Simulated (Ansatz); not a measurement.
This Ansatz (an electronic-structure program) input is the reference run, MgSe in the rock salt structure (space group Fm-3m, No. 225), computed with PBEsol, PAW, 420 eV (Ansatz; no spin-orbit coupling):

Ansatz 0.2 input:
```yaml
crystal:
  lattice:
    - [0, 2.7247820013, 2.7247820013]
    - [2.7247820013, 0, 2.7247820013]
    - [2.7247820013, 2.7247820013, 0]
  atoms:
    - { symbol: Mg, position: [0, 0, 0] }
    - { symbol: Se, position: [0.5, 0.5, 0.5] }
basis: { ecutwfc: 420, ecutrho_ratio: 4, xc_grid: 2, fft_grid_basis: typed }
kpoints: { mp_grid: { grid: [10, 10, 10] } }
hamiltonian:
  xc: pbesol
  dispersion: none
  pseudopotentials: { kind: paw }
scf: { occupations: { method: fermi_dirac, width: 0.05 }, convergence: { dr2_threshold: 0.0000000002 } }
output: { forces: true, stress: true }
checkpoint: { write: state.ck, write_every: 1000 }
```

**Question.** Write the input for this change: the cell is stretched by 0.50 % along z with no lateral relaxation; the atoms relax in the strained cell.

**Answer.** 
Ansatz 0.2 input:
```yaml
crystal:
  lattice:
    - [0, 2.7247820013, 2.7384059113]
    - [2.7247820013, 0, 2.7384059113]
    - [2.7247820013, 2.7247820013, 0]
  atoms:
    - { symbol: Mg, position: [0, 0, 0] }
    - { symbol: Se, position: [0.5, 0.5, 0.5] }
basis: { ecutwfc: 420, ecutrho_ratio: 4, xc_grid: 2, fft_grid_basis: typed }
kpoints: { mp_grid: { grid: [10, 10, 10] } }
hamiltonian:
  xc: pbesol
  dispersion: none
  pseudopotentials: { kind: paw }
scf: { occupations: { method: fermi_dirac, width: 0.05 }, convergence: { dr2_threshold: 0.0000000002 } }
relax: { f_tol: 0.005, max_steps: 50 }
output: { forces: true, stress: true }
checkpoint: { write: state.ck, write_every: 1000 }
```
This is the input that was run.

Whether these cells are dynamically stable was not tested.
